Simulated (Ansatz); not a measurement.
Na on the C site in diamond: one set of geometries, relaxed with PBE, evaluated in Ansatz (PAW, plane waves to 420 eV, 500 eV under r2SCAN) with PBE, r2SCAN.

Details: 64-site cell; 2×2×2 shifted k-points; start: the C site; energies good to tenths of an eV.

| quantity | PBE | r2SCAN |
|---|---|---|
| host gap (eV) | 4.13 | 4.34 |
| neutral formation energy against graphite, bcc Na (eV) | 13.25 | 13.07 |
| largest moment on one atom at charge 0 (μB) | 0.29 | 0.34 |

PBE narrows the gap by 0.21 eV against r2SCAN, the highest level run.

Ansatz is a quantum-chemistry and plane-wave program.
